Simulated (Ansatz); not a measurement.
The starting structures come from a database of crystals and need not be the phases stable at ambient conditions.

 Where the default PAW files enter, the runs use the earlier of Ansatz's two default sets.

Tunnelling through a barrier is set by its complex band structure: the current falls as exp(−2κd) with the smallest κ.

Data:

```xyz
20
Lattice="4.9019 0.0000 0.0000 -1.9339 6.6692 0.0000 0.6850 0.5599 8.1667" Properties=species:S:1:pos:R:3 pbc="T T T"
Mg    -0.9670     3.3346     0.0000
Mg     2.7934     0.2799     4.0833
S      2.2630     2.7912     6.2679
S      1.3900     4.4378     1.8988
S      3.2821     5.3838     5.6195
S      0.3709     1.8453     2.5472
O      1.0179     3.3881     6.6656
O      2.6350     3.8410     1.5010
O      3.2177     2.6289     7.3345
O      0.4352     4.6001     0.8322
O      2.0971     1.6330     5.4431
O      1.5559     5.5961     2.7236
O      2.9352     3.8379     5.2120
O      0.7178     3.3911     2.9547
O     -0.6753     5.7074     4.5905
O      4.3283     1.5216     3.5762
O      2.0405     6.1035     5.5435
O      1.6124     1.1255     2.6231
O      3.8151     5.3394     6.9572
O     -0.1622     1.8896     1.2095
```

Space group of this cell: P-1. The cell is taken as given; by r2SCAN its mean pressure is 2.1 GPa.

Transport runs along the normal of the first two printed cell vectors.

The gap is the functional's own, uncorrected, and κ follows it; spin-orbit coupling is left out. Mid-gap values are interpolated between the computed energies.

### Question
State the band gap and the smallest decay constant κ at mid-gap according to r2SCAN run with Ansatz (a program for electronic structure).

### Answer
Gap 6.74 eV on a 6×6×4 mesh; κ = 0.569 1/Å, at the zone centre.
